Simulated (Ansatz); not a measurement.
An Ansatz (a first-principles code) run: Ir with a change (biaxial strain +2.50 %, plane normal [001], relaxed out of plane); PBEsol (Ansatz, PAW, no spin-orbit coupling).

Input:

Ansatz 0.2 input:
```yaml
crystal:
  lattice:
    - [2.7767194123, 0, 0]
    - [0, 2.7767194123, 0]
    - [1.3883597062, -1.3883597062, 1.8916040603]
  atoms:
    - { symbol: Ir, position: [0, 0, 0] }
basis: { ecutwfc: 420, ecutrho_ratio: 4, xc_grid: 2, fft_grid_basis: typed }
kpoints: { mp_grid: { grid: [29, 29, 29] } }
hamiltonian:
  xc: pbesol
  dispersion: none
  pseudopotentials: { kind: paw }
scf: { occupations: { method: fermi_dirac, width: 0.1 } }
relax: { f_tol: 0.005, max_steps: 50, cell: { stress_tol: 0.01, fix: [a, b, gamma] } }
output: { forces: true, stress: true }
checkpoint: { write: state.ck, write_every: 1000 }
```

Output (explanatory and most iteration lines left out):

```
Relaxation: its limit of steps is 50 (relax.max_steps)
Pseudopotential: Ir, paw, valence charge 17
Crystal: 1 atoms, lattice volume = 14.585 Å³
Basis set: ecut = 420 eV, 283 PW (Γ), exchange–correlation on 40×40×40 points (8 copies of the dense FFT grid, shifted against one another)
Bands: 13, of which v1, the nominal top of the filled ones, is band 9 counted from 1 (8 counted from 0)
Symmetry: 16 space group operations
Space group: I4/mmm (ITA 139), of the structure as read, at distance tolerance 2.4e-5 Å
k-points: 1800 of 24389
Functional: x = pbesol(κ = 0.804, μ = 0.12345679012345678), c = pbesol(β = 0.046)
SCF iter   1: F=—  HF=-11799.013675 eV  |F-HF|=—  |Δ(HF+E_count)|=         —  Δρ=5.75e-3  dr2=2.41e-3  ethr=1.77e-3  ⟨swp⟩=5.0  Hψ=117461  notcnv=0
SCF iter   2: F=—  HF=-11799.013124 eV  |F-HF|=—  |Δ(HF+E_count)|=   5.51e-4  Δρ=2.28e-3  dr2=1.16e-4  ethr=1.42e-5  ⟨swp⟩=2.4  Hψ=48041  notcnv=0
SCF 1 converged in 6 iterations: F = -11799.013277 eV  dr2 = 4.57e-10
relax step   1: F+E_penalty+E_count = -11799.01327662 eV  Δ(F+E_penalty+E_count) = +0.000e0 eV  max|allowed force component| = 0.000e0 eV/Å  Δτ_max = 0.0000 Å  P = -12.629 GPa  Ω = 14.585 Å³  fix = [a, b, gamma]  reactions: a -16.831, b -16.831 GPa  (6 SCF iters, dr2 threshold 1.00e-7 eV, accepted)
[... steps on the carried basis left out ...]
relax step   6: F+E_penalty+E_count = -11799.01466580 eV  Δ(F+E_penalty+E_count) = +1.003e-7 eV  max|allowed force component| = 0.000e0 eV/Å  Δτ_max = 0.0000 Å  P = -10.166 GPa  Ω = 14.480 Å³  energy of the carried Pulay correction = -1.106e-7 eV  fix = [a, b, gamma]  reactions: a -15.249, b -15.249 GPa  (2 SCF iters, dr2 threshold 3.37e-10 eV, accepted)
Crystal: 1 atoms, lattice volume = 14.480 Å³
SCF iter   1: F=—  HF=-11799.014667 eV  |F-HF|=—  |Δ(HF+E_count)|=         —  Δρ=7.96e-7  dr2=2.86e-11  ethr=4.78e-8  ⟨swp⟩=3.0  Hψ=179238  notcnv=0
SCF iter   2: F=—  HF=-11799.014666 eV  |F-HF|=—  |Δ(HF+E_count)|=   1.12e-6  Δρ=4.02e-7  dr2=1.37e-11  ethr=1.68e-13 (applied; sched 1.00e-12)  ⟨swp⟩=3.1  Hψ=53878  notcnv=0
SCF 7 converged in 4 iterations: F = -11799.014666 eV  dr2 = 2.32e-13
SCF converged after 4 iterations
Free energy (F): -11799.014666 eV
Internal energy: -11798.983400 eV  (E = F + TS)
E sigma→0 (E₀):  -11798.999033 eV
Entropy (-TS):   -0.031266 eV (-31.266 meV/atom)
Fermi energy:    24.886447 eV
--- Forces (eV/Å), atoms counted from 1 ---
  atom   1  Ir     0.00000000     0.00000000    -0.00000000
--- Stress (GPa, compression-positive) ---
      -15.248530       0.000000       0.000000
        0.000000     -15.248530      -0.000000
        0.000000      -0.000000      -0.000036
  P = ⅓ Tr σ = -10.1657 GPa (-101.657 kbar)
--- Relaxed structure (5 steps of the walk, 4 accepted, 2 SCFs on fresh bases) ---
  cell:  # Å, volume = 14.4799 Å³
    - [2.7767194123, 2.425171324737484e-22, -3.6697850789241075e-11]
    - [2.4251714080026797e-22, 2.7767194123, 3.6697851419261877e-11]
    - [1.3883597061748205, -1.3883597061748205, 1.8780316570076911]
  atoms:
    - { symbol: Ir, position: [0.0, 0.0, 0.0] }
```

Whether these cells are dynamically stable was not tested. All final runs are without spin polarisation. The cell was made from Ir in the fcc (Cu type) structure (space group Fm-3m, No. 225) by this change: biaxial strain +2.50 %, plane normal [001], relaxed out of plane.
